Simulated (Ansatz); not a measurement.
Where the default PAW files enter, the runs use the earlier of Ansatz's two default sets.

Evanescent states of NaF (Fm-3m, rock salt, 2 atoms a cell, 11.9 Å³ an atom) along the normal of (001)

Computed with r2SCAN (plane waves, PAW; Ansatz, a first-principles code).

The gap is the functional's own. No spin-orbit coupling. Mid-gap values are interpolated on the energy grid.

Energies count from the valence-band top; κ is the least over a 10×10 mesh across the current.

```tsv
E (eV)	κ (1/Å)	where
0.17	0.211	Γ
0.49	0.342	Γ
0.82	0.417	Γ
1.16	0.468	Γ
1.49	0.503	Γ
1.81	0.529	Γ
2.15	0.548	Γ
2.48	0.560	Γ
2.81	0.568	Γ
3.13	0.570	Γ
3.46	0.569	Γ
3.79	0.564	Γ
4.12	0.554	Γ
4.46	0.541	Γ
4.79	0.524	Γ
5.12	0.502	Γ
5.45	0.475	Γ
5.78	0.442	Γ
6.11	0.403	Γ
6.43	0.353	Γ
6.76	0.290	Γ
7.09	0.199	Γ
```

Q: How thick must the barrier be to attenuate the transmission by 10^8 when the electrodes' Fermi level lies at 5.45 eV, and what attenuation does that film give at 7.09 eV?

A: d = 8 ln 10 / (2 × 0.475) = 19.4 Å. At 7.09 eV it gives 8 × 0.199/0.475 = 3.4 decades.
